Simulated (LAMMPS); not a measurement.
Crystal growth and melting at the (001) interface of InP (zinc blende) with its melt.

Method: classical MD, pair style vashishta, file InP.vashishta, run in LAMMPS.

```csv
T (K),speed,direction
1220,17.1 ± 0.8 m/s,the crystal grows
1280,10.4 ± 0.9 m/s,the crystal grows
1350,-6.2 ± 1.0 m/s,the crystal melts back
```

Measured melting point: 1333 K (Ioffe Institute, NSM Archive, InP, thermal; one source, unchecked).

Caution: the real compound melts congruently only under the pressure of its own vapour and loses its more volatile element when open.

At which temperature does the interface stand still, and where is growth fastest? The speed changes sign between 1280 and 1350 K, at about 1320 K by linear interpolation; of the temperatures run, growth is fastest at 1220 K.

The ± values are statistical; the model's systematic error is not in them.
